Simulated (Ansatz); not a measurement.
**NiGa (Pm-3m): band-structure transport figures**

Consider the following.

```xyz
2
Lattice="2.8738 0.0000 0.0000 0.0000 2.8738 0.0000 0.0000 0.0000 2.8738" Properties=species:S:1:pos:R:3 pbc="T T T"
Ga     0.0000     0.0000     0.0000
Ni     1.4369     1.4369     1.4369
```

Computed with r2SCAN, rigid bands (plane waves, PAW, scalar-relativistic; Ansatz, a first-principles code). Condition of this run: functional r2SCAN on the same cell. Cell: cell and atoms relaxed with PBEsol.

density of states at the Fermi level: 0.800 states/(eV·cell), both spins
bare Sommerfeld coefficient: 0.94 mJ/(mol of atoms·K²)
Drude plasma energy: 7.4 eV
root-mean-square Fermi velocity: 7.9e5 m/s
resistivity times τ: 8.9 ×10⁻²² Ω·m·s

A metal at this level (no band gap); rigid bands, thermally averaged at 300 K, both spins. Spin-orbit coupling is left out. τ is one relaxation time for all states.

Formula and space group known from diffraction (Crystallography Open Database), not checked to be the room-temperature form: NiGa (Pm-3m). Treated as nonmagnetic (a ferromagnetic start lost its moment, other orders weren't tried): NiGa (Pm-3m).
